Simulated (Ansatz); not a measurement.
```yaml
crystal:
  lattice:
    - [13.00000, 0.00000, 0.00000]
    - [0.00000, 13.50000, 0.00000]
    - [0.00000, 0.00000, 5.62169]
  atoms:
    - { symbol: Te, position: [0.56566, 0.50000, 0.00000] }
    - { symbol: Te, position: [0.43255, 0.57400, 0.33333] }
    - { symbol: Te, position: [0.43255, 0.42600, 0.66667] }
```

Calculation: PBE+D3(BJ) (plane waves to 420 eV, PAW; Ansatz, a first-principles code). Mesh 1×1×54. No spin polarisation, so a magnetic state wasn't tested. Isolated but for its images some 11 Å away. An idealised model. It keeps the symmetry and period of its start, so it need not be a minimum against all distortions. Pairing along the axis, which can open a gap, is among the distortions not tried. Values not marked SOC lack spin–orbit coupling.

### Question
Tabulate the two highest filled and two lowest empty levels along the axis, from the valence top.

### Answer
```json
[
 {"k (2π/c)": "0.000", "v2 (eV)": "-1.26", "v1 (eV)": "-0.04", "c1 (eV)": "2.47", "c2 (eV)": "2.47"},
 {"k (2π/c)": "0.042", "v2 (eV)": "-1.22", "v1 (eV)": "-0.03", "c1 (eV)": "2.41", "c2 (eV)": "2.53"},
 {"k (2π/c)": "0.083", "v2 (eV)": "-1.15", "v1 (eV)": "-0.03", "c1 (eV)": "2.34", "c2 (eV)": "2.57"},
 {"k (2π/c)": "0.125", "v2 (eV)": "-1.06", "v1 (eV)": "-0.03", "c1 (eV)": "2.27", "c2 (eV)": "2.60"},
 {"k (2π/c)": "0.167", "v2 (eV)": "-0.96", "v1 (eV)": "-0.02", "c1 (eV)": "2.21", "c2 (eV)": "2.62"},
 {"k (2π/c)": "0.208", "v2 (eV)": "-0.85", "v1 (eV)": "-0.02", "c1 (eV)": "2.14", "c2 (eV)": "2.61"},
 {"k (2π/c)": "0.250", "v2 (eV)": "-0.74", "v1 (eV)": "-0.01", "c1 (eV)": "2.07", "c2 (eV)": "2.59"},
 {"k (2π/c)": "0.292", "v2 (eV)": "-0.57", "v1 (eV)": "-0.01", "c1 (eV)": "2.01", "c2 (eV)": "2.55"},
 {"k (2π/c)": "0.333", "v2 (eV)": "-0.40", "v1 (eV)": "-0.02", "c1 (eV)": "1.95", "c2 (eV)": "2.49"},
 {"k (2π/c)": "0.375", "v2 (eV)": "-0.25", "v1 (eV)": "-0.03", "c1 (eV)": "1.88", "c2 (eV)": "2.43"},
 {"k (2π/c)": "0.417", "v2 (eV)": "-0.12", "v1 (eV)": "-0.06", "c1 (eV)": "1.83", "c2 (eV)": "2.39"},
 {"k (2π/c)": "0.458", "v2 (eV)": "-0.10", "v1 (eV)": "-0.03", "c1 (eV)": "1.79", "c2 (eV)": "2.37"},
 {"k (2π/c)": "0.500", "v2 (eV)": "-0.15", "v1 (eV)": "0.00", "c1 (eV)": "1.78", "c2 (eV)": "2.36"}
]
```
